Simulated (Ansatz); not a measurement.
Relaxation of the outer planes of the (10-12) surface of hcp Lu in its 1x1 cell, outermost plane spacing 0.68 Å in the ideal cut.

Level of theory: PBE (plane waves to 420 eV, PAW; Ansatz, a first-principles code).

Slab: 12 atoms, 10.8 Å thick at the start; k 11x5x1, smearing 0.1 eV, dipole-corrected; all atoms relaxed; symmetry of the start imposed; no spin, no spin-orbit, no U.

```json
[
 {"plane": "1", "atoms": "Lu", "bulk spacing to the next (Å)": "0.677", "relaxed spacing (Å)": "___", "change (%)": "___", "rumpling (Å)": "0.00"},
 {"plane": "2", "atoms": "Lu", "bulk spacing to the next (Å)": "1.354", "relaxed spacing (Å)": "1.460", "change (%)": "7.8", "rumpling (Å)": "0.00"}
]
```

Task: Complete the blanks.

Result: 
- 1, relaxed spacing (Å): 0.554
- 1, change (%): -18.1
